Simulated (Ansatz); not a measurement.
## Parameter sweep on MnTc2 (Fd-3m, 6 atoms in the cell)

```xyz
6
Lattice="0.0000 3.7701 3.7701 3.7701 0.0000 3.7701 3.7701 3.7701 0.0000" Properties=species:S:1:pos:R:3 pbc="T T T"
Tc     0.9425     0.9425     0.9425
Tc     0.9425     2.8275     2.8275
Tc     2.8275     0.9425     2.8275
Tc     2.8275     2.8275     0.9425
Mn     5.6551     5.6551     5.6551
Mn     3.7701     3.7701     3.7701
```
Moments meant for the start (each program seeds them in its own way; μB, in the order of the atoms Tc Tc Tc Tc Mn Mn): 0.0 0.0 0.0 0.0 4.0 4.0.

Base run A: PBE run with Ansatz (an electronic-structure program), self-consistent single point.

Its settings: kpoints.mp_grid.grid = 5 5 5; hamiltonian.xc = pbe; hamiltonian.pseudopotentials = {kind: paw} (the program's default PAW files); magnetization.spin_polarized = true; scf.occupations.method = cold; scf.occupations.width = 0.0147 Ry.

The starting cell was generated: these elements placed on a structure prototype, without a prior relaxation; it need not be a known phase or ordering of this composition. The magnetic order is the one reached from the typed start; others were not searched systematically. In the base run, with a pressure of about -20 GPa the cell is away from its equilibrium volume at this level. Ansatz's pressure includes its estimate of the finite-basis (Pulay) stress.

ΔF is the free energy per atom less that of run A. 

Run A gave: pressure (GPa) -20.41; size of the net moment (μB/atom) 1.05; iterations 15.

Runs:
- B: scf.mixing.algorithm, scf.mixing.ndim = anderson, default
- C: scf.mixing.algorithm, scf.mixing.ndim = anderson, 2
- D: scf.mixing.algorithm, scf.mixing.ndim = broyden, default
- E: scf.mixing.algorithm, scf.mixing.ndim = broyden, 2
- F: scf.mixing.algorithm, scf.mixing.ndim = msr1, default
- G: scf.mixing.algorithm, scf.mixing.ndim = msr1, 20

Q: Which runs reach the base run's state, and which is quickest in iterations?

A: Runs B, C, D, E, F, G gave the same state as A (within 1 meV/atom and 0.1 μB a site). The fewest iterations to that state were 15 (A, F, G); the most were 20.

```tsv
run	ΔF (meV/atom)	pressure (GPa)	size of the net moment (μB/atom)	iterations
A	0.00	-20.41	1.05	15
B	0.00	-20.41	1.05	18
C	0.00	-20.41	1.05	20
D	0.00	-20.41	1.05	18
E	0.00	-20.41	1.05	18
F	0.00	-20.41	1.05	15
G	0.00	-20.41	1.05	15
```

Keys are those of Ansatz 0.2.
